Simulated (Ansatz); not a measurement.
SiC, response to strain

Take SiC in the zinc blende structure (space group F-43m, No. 216; a = 4.357 Å) as the base. Axes: x, y, z lie along the cube axes.

Strains are applied to the cell and any free atomic positions relax; under biaxial strain the out-of-plane vector relaxes too.

The values are results of PBEsol, PAW, 420 eV (Ansatz, a quantum-chemistry and plane-wave program; no SOC), not measurements.

Notes on the quantities. energy relative to the base: free energy F.

```tsv
biaxial strain, plane normal [001], relaxed out of plane (%)	energy relative to the base (meV/atom)
0	0.0
0.5	?
1	2.7
1.5	6.1
2	10.7
2.5	16.5
3	23.5
```

Problem. Fit ΔE = Aε² + Bε³ (ε in %) to the rows shown and predict the withheld row.

Solution. Least squares on the printed values gives A = 2.80 and B = -0.062 meV/atom (largest residual 0.0 meV/atom); this predicts 0.7 meV/atom, and the run gives 0.7 meV/atom, in agreement.

Stability against distortions was not tested.
